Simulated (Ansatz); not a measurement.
# BeTe: pressure series

Consider BeTe in the zinc blende structure (space group F-43m, No. 216; a = 5.604 Å).

Cell and atoms are relaxed at each pressure.

Calculations: Kohn–Sham DFT with the PBEsol functional, run in Ansatz (a program for electronic structure) with PAW and 420 eV plane waves, spin-orbit coupling left out.

```tsv
pressure (GPa)	volume per atom (Å³/atom)
-2	22.806
-1	?
0	22.003
0.9	21.692
2.1	21.305
4.5	20.612
9	19.559
22.5	17.407
30	16.571
```

Question: Fit the third-order Birch–Murnaghan form P(V) = (3B₀/2)[(V₀/V)^(7/3) − (V₀/V)^(5/3)]·[1 + (3/4)(B₀′ − 4)((V₀/V)^(2/3) − 1)] (squares taken in P) to the rows shown and predict the withheld row.

Answer: Least squares on the printed values gives V₀ = 22.008 Å³/atom, B₀ = 60.4 GPa, B₀′ = 3.9; this predicts 22.388 Å³/atom, and the run gives 22.390 Å³/atom, 0.002 higher.

Measured bulk modulus of BeTe: 67 GPa (room temperature; as listed in Elmahjoubi et al., arXiv (2023)); the computed value is for a static lattice, so the two differ by thermal effects too.

Load acts through the strain it causes; cell and atoms are relaxed under it. Whether these cells are dynamically stable was not tested. No other phases were tried under pressure.
